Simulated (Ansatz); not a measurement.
Band structure of B₂Pt₃ (Cm, 5 atoms in the cell).

```
B2Pt3
1.0
    2.74018    -1.58474     0.00000
    2.74018     1.58474     0.00000
   -0.03278     0.00000     7.36790
B Pt
2 3
Direct
  0.00038   0.00038   0.66725
  0.00035   0.00035   0.27967
  0.33261   0.33261   0.13869
  0.66682   0.66682   0.82567
  0.66883   0.66883   0.46373
```

Method: LDA (PW92), PAW files made with PBE (plane waves; Ansatz, a program for electronic structure).

Settings: kpoints.mp_grid.grid = 9 9 4; hamiltonian.xc = lda; hamiltonian.pseudopotentials = {kind: paw} (the program's default PAW files); scf.occupations.method = fermi_dirac; scf.occupations.width = 0.1 eV; kpoints.band_path.npoints = 8.

The starting cell comes from a database of computed structures (which also holds hypothetical and non-ambient phases and stackings), without a prior relaxation at this level. Spin-orbit coupling is off. Spin polarisation is off.

Levels in eV from the Fermi level, bands 28 to 35:
| point | 28 | 29 | 30 | 31 | 32 | 33 | 34 | 35 |
|---|---|---|---|---|---|---|---|---|
| Γ | -2.50 | -1.87 | -1.84 | 2.09 | 2.87 | 5.12 | 5.18 | 6.03 |
| Y | -1.26 | -1.25 | -0.56 | -0.45 | 0.60 | 1.98 | 2.87 | 4.30 |
| F | -1.30 | -0.89 | -0.53 | -0.31 | 0.99 | 3.46 | 3.70 | 4.25 |
| L | -1.30 | -0.89 | -0.53 | -0.31 | 0.99 | 3.46 | 3.70 | 4.25 |
| I | -1.26 | -0.52 | -0.32 | 0.93 | 1.12 | 1.79 | 3.60 | 4.86 |

Bands cross the Fermi level along this path, so the cell is metallic at this level.

Keys are those of Ansatz 0.2.
